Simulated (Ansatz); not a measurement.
Base system: SiC in the wurtzite structure (space group P6_3mc, No. 186; a = 3.092 Å, c = 5.074 Å). Axes: x lies along a and z along c of the hexagonal cell.

Level of theory: Kohn–Sham DFT with the PBE functional, run in Ansatz (a program for electronic structure) with PAW and 420 eV plane waves, no SOC.

The change: an isotropic linear strain of +3.00 %, atoms relaxed at fixed cell.

Predict the stress tensor and what it implies for the stiffness.

Stress of the strained cell less that of the base (GPa, compression positive):
```
 -15.97    0.00    0.00
   0.00  -15.97    0.00
   0.00    0.00  -15.64
```

Then B = −ΔP/(ΔV/V₀) with ΔV/V₀ = 0.0927 gives secant stiffness values (nonlinear terms included at this strain): B (at held cell shape, above the free-shape value) ≈ 171 GPa.

As a check, the harmonic strain energy −½ V₀ Δσ:ε is 47 meV/atom; the computed energy rise is 52 meV/atom.

No phonon test of stability was made.
